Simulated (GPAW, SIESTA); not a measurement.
A GPAW input for a self-consistent single point of MoSeS (Amm2, 6 atoms in the cell) (DFT PBEsol, plane waves, GPAW PAW datasets PBEsol (made by gpaw-setup)):

```python
from ase import Atoms
from ase.units import GPa
from gpaw import GPAW

atoms = Atoms(['Mo', 'Mo', 'Se', 'Se', 'S', 'S'],
              cell=[[19.398740, 0.000000, 0.000000],
                    [0.000000, 1.624485, 2.813980],
                    [0.000000, -1.624485, 2.813980]],
              positions=[[0.000000, -0.000000, 3.128752],
                         [9.699370, 0.000000, 1.873829],
                         [11.378719, 0.000000, 3.749628],
                         [8.020021, 0.000000, 3.749628],
                         [1.530561, 0.000000, 1.252784],
                         [17.868179, 0.000000, 1.252784]],
              pbc=True)

calc = GPAW(mode={'name': 'pw', 'ecut': 550},
            xc='PBEsol',
            kpts=(1, 7, 7),
            occupations={'name': 'fermi-dirac', 'width': 0.0},
            nbands=-6,
            convergence={'bands': -4},
            symmetry={'symmorphic': False, 'tolerance': 0.0005},
            maxiter=150,
            txt='-')

atoms.calc = calc

energy = atoms.get_potential_energy()
print('Energy (eV):', round(energy, 6))
forces = atoms.get_forces()
print('Forces (eV/Ang):')
print(forces.round(5))
stress = atoms.get_stress()
print('Stress (GPa, Voigt):', (stress / GPa).round(4))
```

**Question.** Translate this input to SIESTA.

**Answer.** One input that does it (others would too):

```
# files in the folder: Mo.psml Se.psml S.psml (PseudoDojo PBEsol standard)
SystemName  MoSeS
SystemLabel moses

NumberOfAtoms                6
NumberOfSpecies              3
%block ChemicalSpeciesLabel
  1 42 Mo
  2 34 Se
  3 16 S
%endblock ChemicalSpeciesLabel
LatticeConstant              1.0 Ang
%block LatticeVectors
    19.398740000    0.000000000    0.000000000
     0.000000000    1.624485000    2.813980000
     0.000000000   -1.624485000    2.813980000
%endblock LatticeVectors
AtomicCoordinatesFormat      Bohr
%block AtomicCoordinatesAndAtomicSpecies
     0.000000000   -0.000000000    5.912484019  1
    18.329152881    0.000000000    3.541024147  1
    21.502662411    0.000000000    7.085770651  2
    15.155643352    0.000000000    7.085770651  2
     2.892340325    0.000000000    2.367418457  3
    33.765965438    0.000000000    2.367418457  3
%endblock AtomicCoordinatesAndAtomicSpecies

XC.functional                GGA
XC.authors                   PBEsol
PAO.BasisSize                DZP
PAO.EnergyShift              0.01 Ry
MeshCutoff                   350 Ry
%block kgrid.MonkhorstPack
    1   0   0  0.0
    0   7   0  0.0
    0   0   7  0.0
%endblock kgrid.MonkhorstPack
OccupationFunction           FD
ElectronicTemperature        10 K

MaxSCFIterations             150
SCF.Mixer.Method             Pulay
SCF.Mixer.Weight             0.25
SCF.Mixer.History            8
SCF.DM.Tolerance             1.0E-04
Diag.ParallelOverK           true
WriteForces                  true
```

Basis, cutoffs, solver keys and any potentials are the target program's own. This input uses DFT, GGA PBEsol, numerical atomic orbitals DZP, PseudoDojo PBEsol standard norm-conserving potentials (rewritten from UPF to PSML).

The starting cell comes from a database of computed structures (which also holds hypothetical and non-ambient phases and stackings), without a prior relaxation at this level.
